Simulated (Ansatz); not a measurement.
# Ru: tensor shear ε_xy = +2.26 %

Start from Ru in the hcp (Mg type) structure (space group P6_3/mmc, No. 194; a = 2.706 Å, c = 4.265 Å; relaxed with 0.1 eV smearing). Axes: x lies along a and z along c of the hexagonal cell.

Perturbation: tensor shear ε_xy = +2.26 % (engineering shear γ = 0.0452); the atoms relax in the strained cell.

Calculations: DFT with r2SCAN, PAW potentials and a 500 eV plane-wave cutoff in Ansatz (a first-principles code), scalar-relativistic without spin-orbit coupling, earlier PAW set. k-mesh 24×24×14 (Γ-centred); smearing 0.1 eV (Fermi–Dirac).

- Volume per atom: 13.51 Å³ (base 13.52 Å³)
- Space group: P2_1/m (No. 11) (base P6_3/mmc (No. 194))
- Shortest interatomic distance: 2.634 Å (base 2.643 Å)
- Energy relative to the base (free energy F): +18 meV/atom
- Band gap: zero (base zero)
- Stress (xx, yy, zz, yz, xz, xy; compression positive): (0.5, 1.2, 0.1, 0.0, 0.0, -9.2) GPa

Cost of the whole job for the changed cell (relaxation, final SCF and bands): roughly 7 core-minutes.

Stability against distortions was not tested. All final runs are without spin polarisation.
